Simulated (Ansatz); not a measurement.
CdSe: uniaxial strain ε_zz = −0.25 %

The reference is CdSe in the wurtzite structure (space group P6_3mc, No. 186; a = 4.340 Å, c = 7.078 Å). Axes: x lies along a and z along c of the hexagonal cell.

Modification: the cell is compressed by 0.25 % along z with no lateral relaxation; the atoms relax in the strained cell.

The values are results of r2SCAN (Ansatz, a program for electronic structure), no spin-orbit coupling, not measurements. Settings: 9×9×5 k-points, 0.05 eV Fermi–Dirac smearing.

* **Volume per atom**: 28.79 Å³ (base 28.86 Å³)
* **Shortest interatomic distance**: 265.3 pm (base 265.5 pm)
* **Energy relative to the base (free energy F)**: 0.0 meV/atom
* **Pressure (mean of the normal stresses, compression positive)**: 0.13 GPa (base 0.00 GPa)
* **Band gap**: 1.12 eV (base 1.11 eV)
* **Gap character**: direct at Γ (base direct at Γ)
* **Width of the top valence band**: 1.67 eV (base 1.67 eV)
* **Electron mass**: 0.093 mₑ along z, 0.10 mₑ across (at Γ) (base 0.093 mₑ along c, 0.10 mₑ across (at Γ))
* **Valence-band top at Γ (three highest levels, from the VBM)**: 0.00, 0.00, -0.03 eV (base 0.00, 0.00, -0.04 eV)
* **Stress (xx, yy, zz, yz, xz, xy; compression positive)**: (0.10, 0.10, 0.21, 0.00, 0.00, 0.00) GPa

Masses are band curvatures over ±0.01 Å⁻¹ around the edge. Whether these cells are dynamically stable was not tested.
